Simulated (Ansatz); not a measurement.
## Electron-phonon data for NiSb (P6_3/mmc)

```
NiSb
1.0
    3.91487     0.00000     0.00000
   -1.95743     3.39037     0.00000
    0.00000     0.00000     5.07410
Ni Sb
2 2
Direct
  0.00000   0.00000   0.00000
  0.00000   0.00000   0.50000
  0.33333   0.66667   0.25000
  0.66667   0.33333   0.75000
```

Level of theory: PBEsol, DFPT electron-phonon coupling, linearised Boltzmann equation (plane waves, PAW, scalar-relativistic; Ansatz, a first-principles code). Geometry: relaxed with this functional, without spin-orbit coupling.

* **resistivity at 300 K**: 8.1 (x), 8.1 (y), 10.6 (z) μΩ·cm
* **resistivity at 77 K**: 1.26 (x), 1.26 (y), 1.60 (z) μΩ·cm
* **electron mean free path at 300 K (weighted by the current that each state carries)**: 12.2 (x), 12.2 (y), 11.6 (z) nm
* **electron-phonon coupling λ**: 0.29
* **transport coupling λ_tr**: 0.32 (x), 0.32 (y), 0.35 (z)
* **logarithmic mean phonon energy**: 14.5 meV
* **density of states at the Fermi level**: 0.99 states/(eV·spin·cell)
* **Drude plasma energy**: 6.6 (x), 6.6 (y), 6.0 (z) eV
* **Tc for μ* = 0.10 (anisotropic Eliashberg)**: below 1 K
* **Tc for μ* = 0.13 (anisotropic Eliashberg)**: below 1 K

A metal at this level (no band gap). Only scattering by harmonic phonons is included (no impurities, grain boundaries, electron-electron scattering or thermal expansion). Spin-orbit coupling is left out. Halving the electron mesh (24x24x16) moves the resistivity by up to 3 % at 300 K, the mean free path by up to 3 %, the coupling by up to 2 %. Smearing 0.20 eV; phonons on a 4x4x3 q mesh, which this run doesn't test and which matters most at low temperature. Tc comes from the anisotropic Migdal-Eliashberg equations with μ*, a chosen number, referred to 17.1 meV.

Formula and space group known from diffraction (Crystallography Open Database), not checked to be the room-temperature form: NiSb (P6_3/mmc). Treated as nonmagnetic (a ferromagnetic start lost its moment, other orders weren't tried): NiSb (P6_3/mmc).
